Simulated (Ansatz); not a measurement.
Start from SnO in the litharge type structure (space group P4/nmm, No. 129; layered, stacked along the Cartesian z axis).

```yaml
crystal:
  lattice:
    - [3.79274, 0.00000, 0.00000]
    - [0.00000, 3.79274, 0.00000]
    - [0.00000, 0.00000, 4.76440]
  atoms:
    - { symbol: Sn, position: [0.50000, 0.00000, 0.24062] }
    - { symbol: Sn, position: [0.00000, 0.50000, 0.75938] }
    - { symbol: O, position: [0.00000, 0.00000, 0.00000] }
    - { symbol: O, position: [0.50000, 0.50000, 0.00000] }
```

Cartesian axes are those of the cell as printed.

Computed with Ansatz (a program for electronic structure), r2SCAN+rVV10, PAW, cutoff 500 eV, no spin-orbit coupling, earlier PAW set.

Before the change:

| Property | Result |
|---|---|
| Shortest interatomic distance | 4.188 bohr |
| Pressure | 0.0 GPa |
| Band gap | zero |

Now apply this change: biaxial strain −0.38 %, plane normal [001], relaxed out of plane (Cartesian); in-plane vectors clamped, the third vector and the atoms free.

What does the calculation give for the shortest interatomic distance, pressure and band gap after the change?

The shortest interatomic distance drops by 0.007 bohr, from 4.188 bohr to 4.181 bohr; the pressure (mean of the normal stresses, compression positive) goes from zero to 0.5 GPa; the band gap stays zero.

The mesh was chosen for an insulator and is coarse for the gapless case. No phonon test of stability was made. All final runs are without spin polarisation. A zero or small gap of SnO can be the functional's error rather than a property of the material.
